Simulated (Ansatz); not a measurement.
**Be12Mo under a change: pressure 0.7 GPa**

The reference is Be$_{12}$Mo (space group I4/mmm, No. 139; a = 7.182 Å, c = 4.182 Å; a cell from a computed database, its experimental status unchecked).

Perturbation: a hydrostatic pressure of 0.7 GPa.

Method: Ansatz (a quantum-chemistry and plane-wave program), PBEsol, PAW, cutoff 420 eV, without spin-orbit coupling. k-mesh 10×10×10 (Γ-centred); smearing 0.05 eV (Fermi–Dirac).

* **Volume per atom**: 8.26 Å³ (base 8.30 Å³)
* **Density**: 3.16 g/cm³ (base 3.14 g/cm³)
* **Lattice parameter a**: 717.1 pm (base 718.2 pm)
* **Shortest interatomic distance**: 208.8 pm (base 209.1 pm)
* **Enthalpy H = E + PV relative to the base's energy**: +0.04 eV/atom
* **Band gap**: zero (base zero)

Final structure:

```
CELL_PARAMETERS angstrom
     -3.58538     3.58538     2.08782
      3.58538    -3.58538     2.08782
      3.58538     3.58538    -2.08782
ATOMIC_POSITIONS crystal
  Be 0.50000 0.00000 0.00000
  Be 0.00000 0.00000 0.50000
  Be 0.50000 0.50000 0.50000
  Be 0.00000 0.50000 0.00000
  Be 0.00000 0.35044 0.35044
  Be 0.00000 0.64956 0.64956
  Be 0.64956 0.00000 0.64956
  Be 0.35044 0.00000 0.35044
  Be 0.50000 0.28925 0.78925
  Be 0.50000 0.71075 0.21075
  Be 0.71075 0.50000 0.21075
  Be 0.28925 0.50000 0.78925
  Mo 0.00000 0.00000 0.00000
```

Load acts through the strain it causes; cell and atoms are relaxed under it. No phonon test of stability was made. The base started in C2/m and relaxed to I4/mmm at this level. The final runs are not spin-polarised. Be12Mo has a high density of states at the Fermi level and may be magnetic at this level.
